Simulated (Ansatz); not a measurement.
Candidates (primitive cells; geometry: cell and atoms relaxed with PBE):
A. monolayer SnS$_{2}$, a = b = 3.7014 Å, c = 18.9363 Å, α = β = 90.00°, γ = 120.00°
B. monolayer SnO, a = b = 3.849 Å, c = 18.225 Å, α = β = γ = 90.00°
C. monolayer SnSe2, a = b = 3.8681 Å, c = 19.0997 Å, α = β = 90.00°, γ = 120.00°

**Question.** Put the candidates in order of band gap, highest first, for PBE, rigid bands (Ansatz, a program for electronic structure).

**Answer.** B (3.03 eV), A (1.57 eV), C (0.79 eV)

Spin-orbit coupling is left out.

Model free-standing layer, not matched to a measured one here: monolayer SnSe2.
